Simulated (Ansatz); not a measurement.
C (model structure, Pn-3m, No. 224, 10 atoms in the cell) was calculated with r²SCAN+rVV10 (Ansatz, a quantum-chemistry and plane-wave program, PAW).

Settings: plane-wave cutoff 560 eV, 8×8×8 k mesh, Fermi–Dirac smearing 0.01 eV, scalar-relativistic PAW data made under PBE.

Cell (relaxed at this level):

```cif
data_C10
_chemical_formula_sum 'C10'
_space_group_name_H-M_alt 'Pn-3m :1'
_space_group_IT_number 224
_space_group_name_Hall 'P 4n 2 3 -1n'
_cell_length_a 4.80317
_cell_length_b 4.80317
_cell_length_c 4.80317
_cell_angle_alpha 90.000
_cell_angle_beta 90.000
_cell_angle_gamma 90.000
loop_
_atom_site_label
_atom_site_type_symbol
_atom_site_symmetry_multiplicity
_atom_site_Wyckoff_symbol
_atom_site_fract_x
_atom_site_fract_y
_atom_site_fract_z
_atom_site_occupancy
C1 C 2 a 0.00000 0.00000 0.00000 1
C2 C 8 e 0.17790 0.17790 0.17790 1
```

Task: What does this level give for the band gap, smallest direct gap on the k points sampled and direct gap at Γ?

Result: 
- band gap = 4.50 eV (indirect)
- smallest direct gap on the k points sampled = 4.89 eV
- direct gap at Γ = 5.14 eV

Note: the relaxation could raise the start's symmetry but not lower it, so the cell can be a saddle point.

Static lattice: no zero-point or thermal effects.

A model structure was made by putting elements into a prototype or built by hand; it is no filed structure, need not be a known phase, and can be a saddle point held by its symmetry.
